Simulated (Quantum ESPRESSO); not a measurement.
A self-consistent single point of ZrC (Fm-3m, 2 atoms in the cell) with Quantum ESPRESSO.

Computed with PBE, PSlibrary ultrasoft (PBE) pseudopotentials (plane waves; Quantum ESPRESSO 7.5).

The change in words: lattice scaled by 0.98. Reference geometry:
```
CELL_PARAMETERS angstrom
     -2.30888     0.00000     2.30888
      0.00000     2.30888     2.30888
     -2.30888     2.30888     0.00000
ATOMIC_POSITIONS crystal
  Zr 0.00000 0.00000 0.00000
  C  0.50000 0.50000 0.50000
```

Reference input (self-consistent single point, DFT, PBE, plane waves, PSlibrary ultrasoft (PBE) pseudopotentials): ecutwfc = 55 Ry; ecutrho = 440 Ry; occupations = smearing; smearing = gauss; degauss = 0.0147 Ry; potentials = {Zr: Zr.pbe-spn-rrkjus_psl.1.0.0.UPF, C: C.pbe-n-rrkjus_psl.1.0.0.UPF}; K_POINTS = automatic 10 10 10 0 0 0; conv_thr = 1e-10 Ry; mixing_beta = 0.7. This run's input differs from it in these lines:

```diff
@@ -9,3 +9,3 @@
    ibrav = 2,
-   celldm(1) = 8.726282812,
+   celldm(1) = 8.551759045,
    nat = 2,
```

Log, with long lists cut:

```
     Self-consistent Calculation

     iteration #  1     ecut=    55.00 Ry     beta= 0.70

     total energy              =    -111.63970450 Ry
     estimated scf accuracy    <       0.58264940 Ry

     iteration #  2     ecut=    55.00 Ry     beta= 0.70

     total energy              =    -111.77546093 Ry
     estimated scf accuracy    <       0.96299876 Ry

     iteration #  3     ecut=    55.00 Ry     beta= 0.70

     total energy              =    -111.93355478 Ry
     estimated scf accuracy    <       0.00524226 Ry

   [... 7 blocks of this kind left out ...]

     iteration # 11     ecut=    55.00 Ry     beta= 0.70

     total energy              =    -111.93609539 Ry
     estimated scf accuracy    <          6.9E-10 Ry

     iteration # 12     ecut=    55.00 Ry     beta= 0.70
     End of self-consistent calculation

     the Fermi energy is    17.0212 ev

!    total energy              =    -111.93609539 Ry
     estimated scf accuracy    <          7.7E-11 Ry
     smearing contrib. (-TS)   =      -0.00040679 Ry
     internal energy E=F+TS    =    -111.93568860 Ry

     convergence has been achieved in  12 iterations

     Forces acting on atoms (cartesian axes, Ry/au):

     atom    1 type  1   force =    -0.00000000   -0.00000000   -0.00000000
     atom    2 type  2   force =    -0.00000000    0.00000000   -0.00000000

     Total force =     0.000000     Total SCF correction =     0.000000

          total   stress  (Ry/bohr**3)                   (kbar)     P=      336.62
   0.00228826   0.00000000   0.00000000          336.62        0.00        0.00
   0.00000000   0.00228826  -0.00000000            0.00      336.62       -0.00
   0.00000000  -0.00000000   0.00228826            0.00       -0.00      336.62

   JOB DONE.
```

The run converged in 12 iterations. Against the reference run the free energy rises by 108 meV/atom and the pressure goes from 14.65 to 33.66 GPa.

The starting cell has typed, rounded lattice constants, without a prior relaxation at this level. Its lattice was rescaled by a random factor within 2.5 % of one. For this run, on top of that: lattice scaled by 0.98. With a pressure of about 34 GPa the cell is away from its equilibrium volume at this level.
